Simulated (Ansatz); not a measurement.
## 1T (CdI2-type) PtTe2

All values below come from HSE06-D3(BJ) (PAW; Ansatz, a quantum-chemistry and plane-wave program).

Cell: relaxed at this level.

For 1T (CdI2-type) PtTe2, the interlayer binding energy is 69.3 meV/Å². The layer repeat distance comes out as 4.984 Å and the gap between the layers is 2.317 Å.

Note: exact exchange on metals is sensitive to the k mesh and can open a false gap.

Spin–orbit coupling is not included.

Static lattice: no zero-point or thermal effects.

Computing time: very roughly 120 core-minutes.
